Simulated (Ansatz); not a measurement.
BN (P4_2/mnm), PBEsol, rigid bands run with Ansatz (a program for electronic structure): N_c = 1.41e19 cm⁻³ at 300 K and an electron conductivity mass of 0.504 mₑ along z (a = (4.40, 0.00, 0.00) Å; b = (0.00, 4.40, 0.00) Å; c = (0.00, 0.00, 2.54) Å).

Q: For 1e17 electrons per cm³ at 300 K, place the Fermi level, estimate the Seebeck coefficient of a parabolic band with constant τ, and give mobility and conductivity for τ = 20 fs.

A: The level lies k_BT ln(N_c/n) = 0.128 eV below the conduction-band minimum. S ≈ −(k_B/e)[ln(N_c/n) + 5/2] = -642 μV/K, against -643 μV/K from the full bands (mean over directions). μ = eτ/m = 69.8 cm²/(V·s) and σ = neμ = 1.12 S/cm. τ is assumed, not computed.

Band transport and this doping are assumed; polarons and phonon drag are left out. Spin-orbit coupling is left out.

Computed structure with no diffraction record at hand here (it may be known, metastable or hypothetical): BN (P4_2/mnm).
